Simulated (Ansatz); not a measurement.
# Response to strain in Bi2Se3

Base system: Bi$_{2}$Se$_{3}$ in the Bi2Te3 type structure (space group R-3m, No. 166).

```xyz
5
Lattice="2.0723 1.1964 9.7553 -2.0723 1.1964 9.7553 0.0000 -2.3929 9.7553" Properties=species:S:1:pos:R:3 pbc="T T T"
Bi     0.0000     0.0000    11.6883
Bi     0.0000     0.0000    17.5775
Se     0.0000     0.0000     0.0000
Se     0.0000     0.0000     6.2688
Se     0.0000     0.0000    22.9970
```

Cartesian axes are those of the cell as printed.

Strains are applied to the cell and any free atomic positions relax; under biaxial strain the out-of-plane vector relaxes too.

Computed with Ansatz (a quantum-chemistry and plane-wave program) r2SCAN+rVV10, no spin-orbit coupling.

Notes on the quantities. energy relative to the base: free energy F; in-plane stress: mean in-plane stress (compression positive).

| case | energy relative to the base | band gap | in-plane stress | out-of-plane strain |
|---|---|---|---|---|
| base | 0 meV/atom | 0.60 eV | – | – |
| biaxial strain −3.09 %, plane normal [001], relaxed out of plane | +16 meV/atom | 0.82 eV | +3.0 GPa | +3.34 % |
| biaxial strain −3.02 %, plane normal [001], relaxed out of plane | +16 meV/atom | 0.81 eV | +2.9 GPa | +3.27 % |
| biaxial strain +2.03 %, plane normal [001], relaxed out of plane | +6.4 meV/atom | 0.45 eV | ___ | -2.19 % |
| biaxial strain +2.13 %, plane normal [001], relaxed out of plane | +7.0 meV/atom | 0.44 eV | -1.8 GPa | -2.30 % |
| biaxial strain +2.47 %, plane normal [001], relaxed out of plane | ___ | 0.41 eV | -2.0 GPa | ___ |
| isotropic strain −2.24 % | +17 meV/atom | 0.46 eV | – | – |

What belongs in the blanks?


- biaxial strain +2.03 %, plane normal [001], relaxed out of plane, in-plane stress: -1.7 GPa
- biaxial strain +2.47 %, plane normal [001], relaxed out of plane, energy relative to the base: +9.4 meV/atom
- biaxial strain +2.47 %, plane normal [001], relaxed out of plane, out-of-plane strain: -2.73 %

With Bi present, leaving out spin-orbit coupling can change the band edges. Stability against distortions was not tested.
